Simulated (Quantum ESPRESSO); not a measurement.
Input and output of a zone-centre phonon calculation for Zr (P6_3/mmc, 2 atoms in the cell) (Quantum ESPRESSO).

Level of theory: LDA (PZ), GBRV 1.5 ultrasoft (LDA) pseudopotentials (plane waves; Quantum ESPRESSO).

```
CELL_PARAMETERS angstrom
      3.20911     0.00000     0.00000
     -1.60455     2.77917     0.00000
      0.00000     0.00000     5.12412
ATOMIC_POSITIONS crystal
  Zr 0.33333 0.66667 0.25000
  Zr 0.66667 0.33333 0.75000
```

Reference input (self-consistent single point, DFT, PBE, plane waves, SSSP 1.1.2 efficiency (PBE) pseudopotentials): ecutwfc = 40 Ry; ecutrho = 320 Ry; occupations = smearing; smearing = gaussian; degauss = 0.0099958 Ry; potentials = {Zr: Zr_pbe_v1.uspp.F.UPF}; K_POINTS = automatic 16 16 9 0 0 0; conv_thr = 1e-10 Ry; mixing_beta = 0.3. This run's input differs from it in these lines:

```diff
@@ -26,3 +26,3 @@
 ATOMIC_SPECIES
-Zr    91.2240  Zr_pbe_v1.uspp.F.UPF
+Zr    91.2240  zr_lda_v1.uspp.F.UPF
 ATOMIC_POSITIONS {crystal}
```

Step 2 (ph.x):

```fortran
phonons at the zone centre
&INPUTPH
  prefix = 'scf'
  outdir = './out'
  tr2_ph = 1.0d-14
  fildyn = 'dyn.G'
/
0.0 0.0 0.0
```

Step 3 (dynmat.x):

```fortran
&INPUT
  fildyn = 'dyn.G'
  asr = 'simple'
/
```

Output (repeated stretches shortened):

Output of step 1:

```
     Self-consistent Calculation

     iteration #  1     ecut=    40.00 Ry     beta= 0.30

---- Real-time Memory Report at c_bands before calling an iterative solver
           136 MiB given to the printing process from OS
            69 MiB allocation reported by mallinfo(arena+hblkhd)
------------------

     Threshold (ethr) on eigenvalues was too large:
     Diagonalizing with lowered threshold

---- Real-time Memory Report at c_bands before calling an iterative solver
           189 MiB given to the printing process from OS
            77 MiB allocation reported by mallinfo(arena+hblkhd)
------------------

   [... lines left out ...]
           192 MiB given to the printing process from OS
            81 MiB allocation reported by mallinfo(arena+hblkhd)
------------------

     negative rho (up, down):  1.257E-01 0.000E+00

     total energy              =    -198.59073021 Ry
     estimated scf accuracy    <          1.5E-10 Ry

     iteration # 11     ecut=    40.00 Ry     beta= 0.30

---- Real-time Memory Report at c_bands before calling an iterative solver
           193 MiB given to the printing process from OS
            81 MiB allocation reported by mallinfo(arena+hblkhd)
------------------

     negative rho (up, down):  1.257E-01 0.000E+00
     End of self-consistent calculation

     the Fermi energy is    14.1881 ev

!    total energy              =    -198.59073021 Ry
     estimated scf accuracy    <          2.8E-11 Ry
     smearing contrib. (-TS)   =      -0.00137084 Ry
     internal energy E=F+TS    =    -198.58935937 Ry

     convergence has been achieved in  11 iterations

     negative rho (up, down):  1.257E-01 0.000E+00

     Forces acting on atoms (cartesian axes, Ry/au):

     atom    1 type  1   force =     0.00000000    0.00000000    0.00000000
     atom    2 type  1   force =    -0.00000000    0.00000000    0.00000000

     Total force =     0.000000     Total SCF correction =     0.000000

     negative rho (up, down):  1.257E-01 0.000E+00
          total   stress  (Ry/bohr**3)                   (kbar)     P=      -44.78
  -0.00031460   0.00000000   0.00000000          -46.28        0.00        0.00
   0.00000000  -0.00031460   0.00000000            0.00      -46.28        0.00
   0.00000000   0.00000000  -0.00028409            0.00        0.00      -41.79

   JOB DONE.
```

Output of step 2:

```
     Reading xml data from directory:

     ./out/scf.save/

     G-vector sticks info
     --------------------
     sticks:   dense  smooth     PW     G-vecs:    dense   smooth      PW
     Sum         817     409    121                29899    10527    1797

     negative rho (up, down):  1.257E-01 0.000E+00
     Reading collected, re-writing distributed wavefunctions in ./out/

     Number and degeneracy of irreps per q-point
       N         xq(1)         xq(2)         xq(3)   N irreps
       1   0.000000000   0.000000000   0.000000000       4
        1   2   1   2

     Calculation of q =    0.0000000   0.0000000   0.0000000

     phonons at the zone centre

     bravais-lattice index     =            4
     lattice parameter (alat)  =       6.0643  a.u.
   [... lines left out ...]
                                                       1.200   1.200

     Mode symmetry, D_6h(6/mmm) point group:

     Atomic displacements:
     There are    4 irreducible representations

     Representation     1      1 modes -  To be done

     Representation     2      2 modes -  To be done

     Representation     3      1 modes -  To be done

     Representation     4      2 modes -  To be done

     Alpha used in Ewald sum =   2.8000

     negative rho (up, down):  1.257E-01 0.000E+00
     Representation #   1 mode #   1

     Self-consistent Calculation

      iter #   1   av.it.:   7.7
      thresh= 1.000E-02 alpha_mix =  0.700 |ddv_scf|^2 =  2.537E-04

      iter #   2   av.it.:  10.8
      thresh= 1.593E-03 alpha_mix =  0.700 |ddv_scf|^2 =  8.544E-04

   [... 4 blocks of this kind left out ...]

      iter #   7   av.it.:  10.9
      thresh= 1.716E-08 alpha_mix =  0.700 |ddv_scf|^2 =  1.748E-16
     End of self-consistent calculation

     Convergence has been achieved

     Representation #   2 modes #   2   3

   [... 2 blocks of this kind left out ...]

     Self-consistent Calculation

      iter #   1   av.it.:   6.2
      thresh= 1.000E-02 alpha_mix =  0.700 |ddv_scf|^2 =  9.946E-07

      iter #   2   av.it.:  11.8
      thresh= 9.973E-05 alpha_mix =  0.700 |ddv_scf|^2 =  4.671E-08

   [... 3 blocks of this kind left out ...]

      iter #   6   av.it.:  12.2
      thresh= 4.861E-08 alpha_mix =  0.700 |ddv_scf|^2 =  5.579E-16

     End of self-consistent calculation

     Convergence has been achieved

     Number of q in the star =    1
     List of q in the star:
          1   0.000000000   0.000000000   0.000000000

     Diagonalizing the dynamical matrix

     q = (    0.000000000   0.000000000   0.000000000 )

   [... lines left out ...]
     freq (    5) =       1.911306 [THz] =      63.754299 [cm-1]
     freq (    6) =       4.447138 [THz] =     148.340549 [cm-1]
 **************************************************************************

     Mode symmetry, D_6h(6/mmm) point group:

     freq (   1-   1) =         -8.9  [cm-1]   --> A_2u            I
     freq (   2-   3) =         -7.5  [cm-1]   --> E_1u            I
     freq (   4-   5) =         63.8  [cm-1]   --> E_2g            R
     freq (   6-   6) =        148.3  [cm-1]   --> B_1g
   JOB DONE.
```

Output of step 3:

```
     diagonalizing the dynamical matrix ...

 q =      0.00000000     0.00000000     0.00000000
 **************************************************************************
     freq (    1) =      -0.000000 [THz] =      -0.000002 [cm-1]
 (  0.000000   0.000000    -0.224237   0.000000    -0.670610   0.000000   )
 (  0.000000   0.000000    -0.224237   0.000000    -0.670610   0.000000   )
     freq (    2) =       0.000000 [THz] =       0.000000 [cm-1]
 ( -0.707107   0.000000     0.000000   0.000000     0.000000   0.000000   )
 ( -0.707107   0.000000     0.000000   0.000000     0.000000   0.000000   )
     freq (    3) =       0.000000 [THz] =       0.000001 [cm-1]
 (  0.000000   0.000000     0.670610  -0.000000    -0.224237   0.000000   )
 (  0.000000   0.000000     0.670610  -0.000000    -0.224237   0.000000   )
     freq (    4) =       1.924648 [THz] =      64.199331 [cm-1]
 (  0.000000   0.000000    -0.707107   0.000000    -0.000000   0.000000   )
 (  0.000000   0.000000     0.707107   0.000000    -0.000000   0.000000   )
     freq (    5) =       1.924648
     Polarizability (A^3 units)
     multiply by 1.000000 for Clausius-Mossotti correction
         0.000000    0.000000    0.000000
         0.000000    0.000000    0.000000
         0.000000    0.000000    0.000000

     IR activities are in (D/A)^2/amu units

# mode   [cm-1]    [THz]      IR
    1     -0.00   -0.0000    0.0000
    2      0.00    0.0000    0.0000
    3      0.00    0.0000    0.0000
    4     64.20    1.9246    0.0000
    5     64.20    1.9246    0.0000
    6    148.61    4.4551    0.0000

   JOB DONE.
```

The run converged in 11 iterations. 

Summary of the result:
- Free energy E − TS = -2701.9645 eV
- Fermi level (on the code's own zero) = 14.19 eV
- Pressure = -4.48 GPa
- Zone-centre frequencies (cm⁻¹; negative means imaginary) = 0, 0, 0, 64, 64, 149

The starting cell comes from a database of computed structures (which also holds hypothetical and non-ambient phases and stackings), without a prior relaxation at this level. Its lattice was rescaled by a random factor within 2.5 % of one. With a pressure of about -4 GPa the cell is away from its equilibrium volume at this level.
